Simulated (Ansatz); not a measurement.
Consider MoSi2 (space group I4/mmm, No. 139; a = 3.190 Å, c = 7.822 Å; relaxed with 0.1 eV smearing). Axes: x, y, z lie along a, b, c of the conventional cell.

Calculations: PBEsol in Ansatz (plane waves to 420 eV, PAW, no spin-orbit coupling).

The change: tensor shear ε_xz = +1.14 % (engineering shear γ = 0.0228); the atoms relax in the strained cell.

Question: What happens to the stress and energy relative to the base?

Answer: The stress (xx, yy, zz, yz, xz, xy; compression positive) is (0.1, 0.1, 0.1, 0.0, -4.7, 0.0) GPa; the energy grows by 4.4 meV/atom.

Stability against distortions was not tested. The final runs are not spin-polarised.

Ansatz is an electronic-structure program.
